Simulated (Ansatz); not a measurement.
# Pressure series in Hf

Start from Hf in the hcp (Mg type) structure (space group P6_3/mmc, No. 194).

Hf is taken in the hexagonal space group P6₃/mmc (No. 194), the hcp (Mg type) structure, Pearson symbol hP2. Conventional cell: a = b = 3.159 Å, c = 5.000 Å, α = β = 90.00°, γ = 120.00°. Hf on 2d sees 12 Hf at 3.095–3.159 Å (anticuboctahedral). (Neighbours: up to the widest gap in distance over summed covalent radii, below 1.35, at either atom.)

Cell and atoms are relaxed at each pressure.

Computed with PBEsol (Ansatz, an electronic-structure program, PAW, without spin-orbit coupling).

```csv
pressure (GPa),volume per atom (Å³/atom)
-2,22.003
-1,?
0,21.606
1.8,21.275
4.2,20.865
9,20.134
18,19.006
30,17.833
60,15.752
```

Problem. Fit the third-order Birch–Murnaghan form P(V) = (3B₀/2)[(V₀/V)^(7/3) − (V₀/V)^(5/3)]·[1 + (3/4)(B₀′ − 4)((V₀/V)^(2/3) − 1)] (squares taken in P) to the rows shown and predict the withheld row.

Solution. Least squares on the printed values gives V₀ = 21.605 Å³/atom, B₀ = 114 GPa, B₀′ = 3.3; this predicts 21.798 Å³/atom, and the run gives 21.801 Å³/atom, 0.003 higher.

Load acts through the strain it causes; cell and atoms are relaxed under it. Whether these cells are dynamically stable was not tested. Competing high-pressure phases were not computed. The final runs are not spin-polarised.
